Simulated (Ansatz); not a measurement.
Ca(OH)₂ (P-3m1, No. 164), treated with PBEsol-D3(BJ) (Ansatz, an electronic-structure program, plane waves, PAW).

Settings: plane-wave cutoff 520 eV, 12×12×8 k mesh (along the axes of the cell as run), Fermi–Dirac smearing 0.01 eV, scalar-relativistic PAW data made under PBE.

Computed at the level's own relaxed cell.

Question: Give the computed band gap, c axis length, equilibrium volume per atom, bulk modulus and lattice parameter a.

Answer: 
band gap: 4.36 eV (direct)
c axis length: 4.653 Å
equilibrium volume per atom: 10.04 Å³/atom
bulk modulus: 44.6 GPa
lattice parameter a: 3.529 Å

Note: the relaxation could not lower the start's symmetry, so the cell can be a saddle point above a distorted one; the volume lies 8 % below that of the published cell; the bulk modulus comes from volumes at which shape and atoms were relaxed.

Computed values are for the static lattice.

Computing time: roughly 3 core-minutes.
